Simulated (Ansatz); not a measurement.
Worked example: relaxation of the atoms of CaGe2Au2 (I4mm, 5 atoms in the cell) in Ansatz (an electronic-structure program).

Method of the run: LDA (PW92), default PAW files made with PBE (plane waves; Ansatz).

The change in words: one atom moved by 0.15 angstrom; relax: default → atoms; relax.f_tol: default → 0.001 eV/Å. Reference geometry:
```xyz
5
Lattice="-2.2185 2.2185 5.1224 2.2185 -2.2185 5.1224 2.2185 2.2185 -5.1224" Properties=species:S:1:pos:R:3 pbc="T T T"
Ca     0.0000     0.0000     0.0000
Ge     0.0000     0.0000     3.9096
Ge     0.0000     0.0000     6.3353
Au     0.0000     2.2185     2.5612
Au     2.2185     0.0000     2.5612
```

Reference input (self-consistent single point, DFT, LDA (PW92), plane waves, default PAW files made with PBE): basis.ecutwfc = 30.9 Ry; kpoints.mp_grid.grid = 8 8 8; hamiltonian.xc = lda; hamiltonian.pseudopotentials = {kind: paw} (the program's default PAW files); scf.occupations.method = gaussian; scf.occupations.width = 0.0073 Ry. This run's input differs from it in these lines:

```diff
@@ -6,3 +6,3 @@
   atoms:
-    - { symbol: Ca, position: [0.000000, 0.000000, 0.000000] }
+    - { symbol: Ca, position: [0.014641, 0.014641, 0.000000] }
     - { symbol: Ge, position: [0.381610, 0.381610, 0.000000] }
@@ -20,2 +20,4 @@
   occupations: { method: gaussian, width: 0.0073 Ry }
+relax:
+  f_tol: 0.001
 output:
```

Log, with long lists cut:

```
   [... SCF lines of the steps left out ...]
relax step   1: F+E_penalty+E_count = -35936.38229305 eV  Δ(F+E_penalty+E_count) = +0.000e0 eV  max|allowed force component| = 3.175e-1 eV/Å  Δτ_max = 0.0000 Å  (8 SCF iters, dr2 threshold 1.00e-7 eV, accepted)
relax step   2: F+E_penalty+E_count = -35936.40447948 eV  Δ(F+E_penalty+E_count) = -2.219e-2 eV  max|allowed force component| = 1.151e-1 eV/Å  Δτ_max = 0.0764 Å  (6 SCF iters, dr2 threshold 6.30e-6 eV, accepted)
relax step   3: F+E_penalty+E_count = -35936.40771885 eV  Δ(F+E_penalty+E_count) = -3.239e-3 eV  max|allowed force component| = 1.009e-2 eV/Å  Δτ_max = 0.0422 Å  (7 SCF iters, dr2 threshold 8.27e-7 eV, accepted)
relax step   4: F+E_penalty+E_count = -35936.40772719 eV  Δ(F+E_penalty+E_count) = -8.335e-6 eV  max|allowed force component| = 9.020e-4 eV/Å  Δτ_max = 0.0015 Å  (6 SCF iters, dr2 threshold 6.36e-9 eV, accepted)
relax step   5: F+E_penalty+E_count = -35936.40772719 eV  Δ(F+E_penalty+E_count) = -1.164e-10 eV  max|allowed force component| = 9.013e-4 eV/Å  Δτ_max = 0.0000 Å  (2 SCF iters, accepted)
the relaxation is at rest under the 8 symmetry operations that the run kept from its start: a minimum is not shown …
Stability not checked: this state was not tested for a lower state beside it, because too few of the mixer's solves of this state at the end of the SCF gave a …
Free energy (F): -35936.407727 eV
Internal energy: -35936.399189 eV  (E = F + TS)
E sigma→0 (E₀):  -35936.403458 eV
Entropy (-TS):   -0.008539 eV (-1.708 meV/atom)
Fermi energy:    13.135821 eV
--- Forces (eV/Å), atoms counted from 1 ---
  atom   1  Ca     0.00000000     0.00000000    -0.00002247
   [... lines left out ...]
    - { symbol: Ca, position: [0.0029292408294055894, 0.0029292408294055894, 9.929254952352e-35] }
    - { symbol: Ge, position: [0.38350288335026744, 0.38350288335026744, -1.3460108865053128e-33] }
    - { symbol: Ge, position: [0.6223459789415876, 0.6223459789415876, 1.236680565581874e-33] }
    - { symbol: Au, position: [0.7529314484393698, 0.25293144843936977, 0.5] }
    - { symbol: Au, position: [0.25293144843936977, 0.7529314484393698, 0.5] }
```

The run converged. 

Summary of the result:
- Free energy E − TS (on the zero of these files): -35936.4077 eV
- Fermi level (on the code's own zero): 13.14 eV
- Pressure: -3.09 GPa
- Relaxation steps: 5

The starting cell comes from a database of computed structures (which also holds hypothetical and non-ambient phases and stackings), without a prior relaxation at this level. Its lattice was rescaled by up to half a per cent. For this run, on top of that: one atom moved by 0.15 angstrom. The relaxation keeps the symmetry of its start, so its end need not be a minimum. Ansatz's pressure includes its estimate of the finite-basis (Pulay) stress.

Cost on one core of a shared machine: roughly 2 min.

Keys are those of Ansatz 0.2.
